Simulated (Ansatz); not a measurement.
Worked example: self-consistent single point of LuSi2Os2 (I4mm, 5 atoms in the cell) in Ansatz (an electronic-structure program).

Method of the run: PBEsol, default PAW files made with PBE (plane waves; Ansatz).

```
CELL_PARAMETERS angstrom
     -2.08429     2.08429     4.72882
      2.08429    -2.08429     4.72882
      2.08429     2.08429    -4.72882
ATOMIC_POSITIONS crystal
  Lu 0.00529 0.00529 0.00000
  Si 0.62815 0.62815 0.00000
  Si 0.37185 0.37185 0.00000
  Os 0.75000 0.25000 0.50000
  Os 0.25000 0.75000 0.50000
```

Reference input (self-consistent single point, DFT, PBEsol, plane waves, default PAW files made with PBE): basis.ecutwfc = 420 eV; kpoints.mp_grid.grid = 9 9 9; hamiltonian.xc = pbesol; hamiltonian.pseudopotentials = {kind: paw} (the program's default PAW files); scf.occupations.method = gaussian; scf.occupations.width = 0.1 eV. This run's input differs from it in these lines:

Ansatz 0.2 input:
```diff
@@ -14,3 +14,3 @@
 kpoints:
-  mp_grid: { grid: [9, 9, 9] }
+  mp_grid: { grid: [15, 15, 15] }
 hamiltonian:
@@ -19,3 +19,3 @@
 scf:
-  occupations: { method: gaussian, width: 0.1 eV }
+  occupations: { method: fermi_dirac, width: 0.02 eV }
 output:
```

The program printed (abridged):

```
SCF iter   1: F=—  HF=-38359.994530 eV  |F-HF|=—  |Δ(HF+E_count)|=         —  Δρ=4.39e-3  dr2=1.60e-2  ethr=1.77e-3  ⟨swp⟩=7.9  Hψ=55240  notcnv=0  defer=4
all-band conjugate gradients solve this SCF's bands
preconditioner: auto → Kerker (q_TF=auto, 2.624 Å⁻¹)
SCF iter   2: F=—  HF=-38359.987181 eV  |F-HF|=—  |Δ(HF+E_count)|=   7.35e-3  Δρ=2.41e-3  dr2=5.67e-3  ethr=2.47e-5  ⟨swp⟩=3.1  Hψ=27606  notcnv=0  defer=396
   [... lines left out ...]
SCF iter   5: F=—  HF=-38359.985758 eV  |F-HF|=—  |Δ(HF+E_count)|=   4.48e-5  Δρ=1.92e-4  dr2=4.05e-5  ethr=2.40e-7  ⟨swp⟩=2.0  Hψ=19554  notcnv=0  defer=408
SCF iter   6: F=—  HF=-38359.985756 eV  |F-HF|=—  |Δ(HF+E_count)|=   1.19e-6  Δρ=4.34e-5  dr2=1.50e-6  ethr=6.23e-8  ⟨swp⟩=2.0  Hψ=16654  notcnv=0  defer=408
SCF iter   7: F=—  HF=-38359.985756 eV  |F-HF|=—  |Δ(HF+E_count)|=   1.53e-7  Δρ=1.21e-5  dr2=1.51e-7  ethr=2.31e-9  ⟨swp⟩=2.9  Hψ=21493  notcnv=0  defer=408
SCF iter   8: F=-38359.985756 eV  HF=-38359.985756 eV  |F-HF|=8.66e-9  |Δ(HF+E_count)|=   6.38e-8  Δρ=3.94e-6  dr2=1.24e-8  ethr=1.54e-10  ⟨swp⟩=12.0  Hψ=73070  notcnv=0
SCF 1 converged in 8 iterations: F = -38359.985756 eV  dr2 = 1.24e-8
Free energy (F): -38359.985756 eV
Internal energy: -38359.982073 eV  (E = F + TS)
E sigma→0 (E₀):  -38359.983915 eV
Entropy (-TS):   -0.003683 eV (-0.737 meV/atom)
Fermi energy:    16.741923 eV
--- Forces (eV/Å), atoms counted from 1 ---
  atom   1  Lu    -0.00000000     0.00000000    -0.22363020
  atom   2  Si     0.00000000    -0.00000000    -0.01771359
  atom   3  Si    -0.00000000    -0.00000000     0.08220481
  atom   4  Os    -0.00000000    -0.00000000     0.07956854
  atom   5  Os     0.00000000     0.00000000     0.07956854
--- Stress (GPa, compression-positive) ---
       -4.716761       0.000000      -0.000000
        0.000000      -4.716761       0.000000
       -0.000000      -0.000000      -2.166893
  P = ⅓ Tr σ = -3.8668 GPa (-38.668 kbar)
  The stress holds the Pulay correction. Without it, at fixed plane waves, as pw.x and ABINIT print it: P = -3.9214 GPa
```

The run converged in 8 iterations. Against the reference run the free energy rises by 1.2 meV/atom, the pressure moves little (-3.86 to -3.87 GPa) and the largest force hardly changes (0.225 to 0.224 eV/Å).

The starting cell comes from a database of computed structures (which also holds hypothetical and non-ambient phases and stackings), without a prior relaxation at this level. Its lattice was rescaled by up to half a per cent. One atom was moved a little off its site on purpose. Spin polarisation is off. With a pressure of about -4 GPa the cell is away from its equilibrium volume at this level. Ansatz's pressure includes its estimate of the finite-basis (Pulay) stress.

Cost on one core of a shared machine: roughly 2 min.
